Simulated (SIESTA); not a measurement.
Band structure of Ni₃Sn₄ (C2/m, 7 atoms in the cell).

```
Ni3Sn4
1.0
    6.10508    -2.02729     0.00000
    6.10508     2.02729     0.00000
   -1.34749     0.00000     5.01816
Ni Sn
3 4
Direct
  0.00000   0.00000   0.00000
  0.78416   0.78416   0.66356
  0.21584   0.21584   0.33644
  0.57265   0.57265   0.31357
  0.42735   0.42735   0.68643
  0.82788   0.82788   0.18744
  0.17212   0.17212   0.81256
```

Computed with GGA PBEsol, numerical atomic orbitals DZP, PseudoDojo PBEsol standard norm-conserving potentials (rewritten from UPF to PSML) in SIESTA 5.4.2.

Settings: XC.functional = GGA; XC.authors = PBEsol; potentials = PseudoDojo PBEsol standard; PAO.BasisSize = DZP; PAO.EnergyShift = 0.005 Ry; MeshCutoff = 400 Ry; kgrid.MonkhorstPack = 4 4 3; OccupationFunction = FD; ElectronicTemperature = 0.1 eV; MaxSCFIterations = 150; SCF.Mixer.Method = Pulay; SCF.Mixer.Weight = 0.2; SCF.Mixer.History = 8; SCF.DM.Tolerance = 1.0E-05.

The starting cell comes from a database of computed structures (which also holds hypothetical and non-ambient phases and stackings), without a prior relaxation at this level. Spin polarisation is off. Values carry the incompleteness of an atom-centred basis.

Levels in eV from the Fermi level, bands 52 to 57:
```
point     52     53     54     55     56    57
-----  -----  -----  -----  -----  -----  ----
X      -1.41  -1.29  -1.09  -0.93  -0.51  0.21
Γ      -1.25  -0.79  -0.35  -0.28   0.52  0.74
Y      -1.05  -0.18   0.13   1.01   1.62  2.39
L      -1.29  -1.19  -1.10  -0.49  -0.28  0.34
Z      -0.95   0.52   0.72   0.81   0.82  1.28
N      -1.29  -1.19  -1.10  -0.49  -0.28  0.34
M      -1.10  -1.03  -0.76   0.20   0.87  1.75
R      -1.41  -1.29  -1.09  -0.93  -0.51  0.21
```

Bands cross the Fermi level along this path, so the cell is metallic at this level.

Higher empty bands are left out: an atom-centred basis made for the valence describes them poorly.
